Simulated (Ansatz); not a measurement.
Consider C in the diamond structure (space group Fd-3m, No. 227; a = 3.5538 Å). Axes: x, y, z lie along the cube axes.

Computed with plane-wave PAW DFT at the PBEsol level (Ansatz, a first-principles code, 420 eV), no spin-orbit coupling.

Base values:

- Pressure: 0.00 GPa
- Valley order: a point along ⟨100⟩, about 1.3 Å⁻¹ from Γ 4.03 eV

Perturbation: biaxial strain −1.12 %, plane normal [110], relaxed out of plane (Cartesian); in-plane vectors clamped, the third vector and the atoms free.

**Question.** What happens to the pressure?

**Answer.** The pressure (mean of the normal stresses, compression positive) goes from zero to 9.77 GPa.

**Question.** How does this affect the valley order?

**Answer.** The valley order (the lowest conduction-band minima on the path, energy above the VBM, named in the base's zone) becomes a point along [001], about 1.3 Å⁻¹ from Γ 3.89 eV; a point along [100], about 1.4 Å⁻¹ from Γ 4.09 eV (base: a point along ⟨100⟩, about 1.3 Å⁻¹ from Γ 4.03 eV).

**Question.** Predict the new energy relative to the base.

**Answer.** The energy grows by 5.6 meV/atom.

**Question.** Estimate the effect on the out-of-plane strain.

**Answer.** The out-of-plane strain amounts to +0.18 %.

The levels and masses belong to the bands next to the band gap. Stability against distortions was not tested.
